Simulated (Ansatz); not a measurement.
The starting structures come from a database of crystals and need not be the phases stable at ambient conditions.

Inside the gap of an insulator the Bloch states are evanescent, with a wavenumber k + iκ along the transport direction.

Data:

```xyz
16
Lattice="7.4923 0.0254 -0.0339 -1.4891 7.6600 -0.0770 1.4891 -2.7911 3.7251" Properties=species:S:1:pos:R:3 pbc="T T T"
Rb     1.5837     4.2662     1.9159
Rb     5.9086     0.6281     1.6983
H      2.5088     1.7455     0.2069
H      4.9835     3.1488     3.4073
H      0.7446    -1.3955     1.8626
H      0.7446     1.0390     3.6866
P      2.2698     0.4188     1.9776
P      5.2225     4.4755     1.6366
O      3.0763     1.2381     0.8842
O      4.4160     3.6563     2.7300
O      3.3042    -0.2449     2.8635
O      4.1881     5.1393     0.7507
O      1.3703    -0.5995     1.2091
O      6.1220     5.4939     2.4051
O      6.1220     3.4518     0.8751
O      1.3703     1.4425     2.7391
```

Space group of this cell: P2_1/m. The cell was relaxed by PBE-D3(BJ); by PBEsol its mean pressure is -0.8 GPa.

Transport runs along the normal of the first two printed cell vectors.

The gap is the functional's own. No spin-orbit coupling. Mid-gap values are interpolated on the energy grid.

**Question.** Predict the band gap and the smallest decay constant κ at mid-gap from PBEsol (Ansatz, a first-principles code).

**Answer.** Gap 5.13 eV on a 4×8×8 mesh; κ = 0.466 1/Å, at the zone centre.
